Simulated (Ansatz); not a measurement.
Ru, pressure series

Consider Ru in the hcp (Mg type) structure (space group P6_3/mmc, No. 194; a = 2.6920 Å, c = 4.2460 Å).

Cell and atoms are relaxed at each pressure.

Method: PBEsol/PAW in Ansatz (a first-principles code), scalar-relativistic without spin-orbit coupling, earlier PAW set.

| P (GPa) | V (Å³/atom) |
|---|---|
| -2.00 | 13.401 |
| -1.00 | 13.362 |
| 2.99 | 13.211 |
| 6.99 | 13.070 |
| 14.99 | 12.810 |
| 30.00 | 12.390 |
| 50.00 | 11.928 |
| 75.00 | 11.456 |
| 99.98 | 11.065 |

A third-order Birch–Murnaghan fit to these points gives V₀ = 13.32 Å³/atom, B₀ = 350 GPa and B₀′ = 4.6. At pressure 100 GPa the volume is 83.1 % of V₀.

Load acts through the strain it causes; cell and atoms are relaxed under it. Stability against distortions was not tested. Competing high-pressure phases were not computed. All final runs are without spin polarisation.
